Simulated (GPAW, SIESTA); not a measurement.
A GPAW input for a self-consistent single point of ZrHg3 (Pm-3m, 4 atoms in the cell) (DFT LDA (Perdew-Wang 92), plane waves, GPAW PAW datasets LDA (gpaw-data 1.0.1)):

```python
from ase import Atoms
from ase.units import GPa
from gpaw import GPAW

atoms = Atoms(['Zr', 'Hg', 'Hg', 'Hg'],
              cell=[[4.329385, 0.000000, 0.000000],
                    [0.000000, 4.329385, 0.000000],
                    [0.000000, 0.000000, 4.329385]],
              scaled_positions=[[0.000000, 0.000000, 0.000000],
                                [0.500000, 0.500000, 0.000000],
                                [0.000000, 0.500000, 0.500000],
                                [0.500000, 0.000000, 0.500000]],
              pbc=True)

calc = GPAW(mode={'name': 'pw', 'ecut': 550},
            xc='LDA',
            kpts={'size': (8, 8, 8), 'gamma': True},
            occupations={'name': 'methfessel-paxton', 'width': 0.1, 'order': 0},
            nbands=-8,
            convergence={'density': 1e-05, 'energy': 1e-05},
            symmetry={'symmorphic': False, 'tolerance': 0.0005},
            maxiter=120,
            txt='-')

atoms.calc = calc

energy = atoms.get_potential_energy()
print('Energy (eV):', round(energy, 6))
forces = atoms.get_forces()
print('Forces (eV/Ang):')
print(forces.round(5))
stress = atoms.get_stress()
print('Stress (GPa, Voigt):', (stress / GPa).round(4))
```

Task: Give the SIESTA input for the same structure, mesh, smearing and functional.

Result: This is the input that was run; spellings and numerical settings could be chosen otherwise.

```
# files in the folder: Zr.psml Hg.psml (PseudoDojo LDA standard)
SystemName  ZrHg3
SystemLabel zrhg3

NumberOfAtoms                4
NumberOfSpecies              2
%block ChemicalSpeciesLabel
  1 40 Zr
  2 80 Hg
%endblock ChemicalSpeciesLabel
LatticeConstant              1.0 Bohr
%block LatticeVectors
     8.181351938    0.000000000    0.000000000
     0.000000000    8.181351938    0.000000000
     0.000000000    0.000000000    8.181351938
%endblock LatticeVectors
AtomicCoordinatesFormat      Ang
%block AtomicCoordinatesAndAtomicSpecies
     0.000000000    0.000000000    0.000000000  1
     2.164692500    2.164692500    0.000000000  2
     0.000000000    2.164692500    2.164692500  2
     2.164692500    0.000000000    2.164692500  2
%endblock AtomicCoordinatesAndAtomicSpecies

XC.functional                LDA
XC.authors                   PW92
PAO.BasisSize                DZP
PAO.EnergyShift              0.01 Ry
MeshCutoff                   350 Ry
%block kgrid.MonkhorstPack
    8   0   0  0.0
    0   8   0  0.0
    0   0   8  0.0
%endblock kgrid.MonkhorstPack
OccupationFunction           MP
OccupationMPOrder            0
ElectronicTemperature        0.1 eV

MaxSCFIterations             150
SCF.Mixer.Method             Broyden
SCF.Mixer.Weight             0.1
SCF.Mixer.History            8
SCF.DM.Tolerance             1.0E-05
Diag.ParallelOverK           true
WriteForces                  true
```

Basis settings and potentials, where a program has them, do not carry over. This input uses DFT, LDA PW92, numerical atomic orbitals DZP, PseudoDojo LDA standard norm-conserving potentials (rewritten from UPF to PSML). LDA parametrisations can differ slightly between programs. Both were run: pressure -0.46 GPa in GPAW and -9.21 in SIESTA.

On GPAW: the starting cell comes from a database of computed structures (which also holds hypothetical and non-ambient phases and stackings), without a prior relaxation at this level. For this run, on top of that: lattice scaled by 0.98.

On SIESTA: the starting cell comes from a database of computed structures (which also holds hypothetical and non-ambient phases and stackings), without a prior relaxation at this level. For this run, on top of that: lattice scaled by 0.98. Values carry the incompleteness of an atom-centred basis. With a pressure of about -9 GPa the cell is away from its equilibrium volume at this level.
